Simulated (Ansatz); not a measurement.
# C: pressure series

The reference is C in the graphite type structure (space group P6_3/mmc, No. 194; a = 2.4650 Å, c = 6.7289 Å; layered, stacked along the Cartesian z axis).

Cell and atoms are relaxed at each pressure.

The values are results of plane-wave PAW DFT at the PBE-D3(BJ) level (Ansatz, a program for electronic structure, 420 eV), without spin-orbit coupling, earlier PAW set, not measurements.

| P (GPa) | V (Å³/atom) |
|---|---|
| -1.00 | 9.209 |
| 0.30 | 8.777 |
| 0.69 | 8.683 |
| 1.49 | 8.525 |
| 3.00 | 8.292 |
| 5.00 | 8.060 |
| 7.49 | 7.833 |
| 10.00 | 7.650 |

### Question
Fit a third-order Birch–Murnaghan equation of state.

### Answer
Least squares on P(V) = (3B₀/2)[(V₀/V)^(7/3) − (V₀/V)^(5/3)]·[1 + (3/4)(B₀′ − 4)((V₀/V)^(2/3) − 1)] gives V₀ = 8.85 Å³/atom, B₀ = 32 GPa and B₀′ = 11.7.

Measured bulk modulus of C: 33.8 GPa (room temperature; as listed in Wengen Ouyang et al., Journal of Chemical Theory and Computation (2019)); the computed value is for a static lattice, so the two differ by thermal effects too.

The mesh was chosen for an insulator and is coarse for the gapless case. Load acts through the strain it causes; cell and atoms are relaxed under it. Whether these cells are dynamically stable was not tested. No other phases were tried under pressure.
